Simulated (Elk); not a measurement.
Band structure of CsAu (Pm-3m, 2 atoms in the cell).

```
CsAu
1.0
    4.18306     0.00000     0.00000
    0.00000     4.18306     0.00000
    0.00000     0.00000     4.18306
Cs Au
1 1
Direct
  0.00000   0.00000   0.00000
  0.50000   0.50000   0.50000
```

Computed with PBEsol, all-electron FP-LAPW, Elk's shipped species files, APW+lo basis with extra local orbitals (Elk).

Settings: xctype = 22; rgkmax = 8; swidth = 0.00183747 Ha; ngridk = 6 6 6; gmaxvr = 16 1/bohr; nxlo = 2; lorbcnd = true; lmaxi = 2; maxscl = 100.

The starting cell comes from a database of computed structures (which also holds hypothetical and non-ambient phases and stackings), without a prior relaxation at this level. Its lattice was rescaled by a random factor within 2.5 % of one. Spin-orbit coupling is off. Values depend on the basis (sphere radii, cutoffs, local orbitals), which need not be converged.

Levels in eV from the Fermi level, bands 22 to 29:
```csv
point,22,23,24,25,26,27,28,29
Γ,-3.07,-2.59,-2.59,-2.59,3.63,3.63,6.22,6.22
X,-2.56,-2.56,-2.56,-1.25,0.45,3.56,4.07,4.07
M,-2.78,-2.78,-2.35,-1.62,3.21,3.21,4.14,6.52
R,-2.54,-2.34,-2.34,-0.40,1.01,1.01,1.01,8.93
```
